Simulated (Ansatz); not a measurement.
What isotropic strain −1.00 % does to PbSe

Take PbSe in the rock salt structure (space group Fm-3m, No. 225; a = 6.102 Å) as the base.

Perturbation: an isotropic linear strain of −1.00 %, atoms relaxed at fixed cell.

All numbers come from DFT with PBEsol, PAW potentials and a 420 eV plane-wave cutoff in Ansatz (a quantum-chemistry and plane-wave program), no SOC. k-mesh 9×9×9 (Γ-centred); smearing 0.05 eV (Fermi–Dirac).

* **Volume per atom**: 27.55 Å³ (base 28.39 Å³)
* **Space group**: Fm-3m (No. 225) (base Fm-3m (No. 225))
* **Shortest interatomic distance**: 3.020 Å (base 3.051 Å)
* **Energy relative to the base (free energy F)**: +4.4 meV/atom
* **Band gap**: 0.06 eV (base 0.17 eV)
* **Gap character**: direct at L (base direct at L)
* **Mean gap deformation potential ΔEg/Δln V**: +3.6 eV
* **Width of the top valence band**: 3.54 eV (base 3.32 eV)
* **Valley order (the lowest conduction-band minima on the path, energy above the VBM, named in the base's zone)**: L along ⟨111⟩ 0.06 eV; a point along ⟨110⟩, about 0.6 Å⁻¹ from Γ 0.95 eV (base L along ⟨111⟩ 0.17 eV; a point along ⟨110⟩, about 0.6 Å⁻¹ from Γ 1.03 eV)

Final structure:

```
CELL_PARAMETERS angstrom
      0.00000     3.02029     3.02029
      3.02029     0.00000     3.02029
      3.02029     3.02029     0.00000
ATOMIC_POSITIONS crystal
  Pb 0.00000 0.00000 0.00000
  Se 0.50000 0.50000 0.50000
```

Cost of the whole job for the changed cell (relaxation, final SCF and bands): about 11 core-seconds (a rough figure).

Spin-orbit coupling, missing from the scalar runs, can matter with Pb. No phonon test of stability was made. A zero or small gap of PbSe can be the functional's error rather than a property of the material.
